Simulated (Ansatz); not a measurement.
GaN (P6_3mc) under uniaxial stress along c (compression positive): band gap by PBE with spin-orbit coupling, rigid bands (plane waves, PAW; Ansatz, a quantum-chemistry and plane-wave program). The unloaded cell, whose axes the loads refer to:

GaN has the hexagonal space group P6₃mc (No. 186), the wurtzite structure, Pearson symbol hP4. Conventional cell: a = b = 3.183 Å, c = 5.185 Å, α = β = 90.00°, γ = 120.00°. Ga on 2b has 4 N at 1.946–1.953 Å (tetrahedral). N on 2b has 4 Ga at 1.946–1.953 Å (tetrahedral). (Neighbours: up to the widest gap in distance over summed covalent radii, below 1.35, at either atom; cation-cation and far metal-metal contacts left out.)

```tsv
uniaxial stress along c (compression positive) (GPa)	volume per atom (Å³)	band gap (eV)
-16	11.73	1.462
-8	11.54	1.717
0	11.37	1.930
8	11.22	1.991
16	11.07	?
```

Q: Fit a straight line to band gap against the load over the rows given, and predict the row at 16 GPa.

A: The means are x̄ = -4.000 GPa and ȳ = 1.7750; Σ(x − x̄)(y − ȳ) = 7.200 and Σ(x − x̄)² = 320.0, so the slope is 22.5 meV per GPa, and the rows given lie within 65 meV of the line. At 16 GPa the line gives 2.225 eV; the calculation gives 1.984 eV, 12 % from it, so the trend bends or changes character over this range.

 Stresses and pressures are the targets of the relaxation. The structure type is held at every load. Geometry: cell and atoms relaxed with PBEsol.
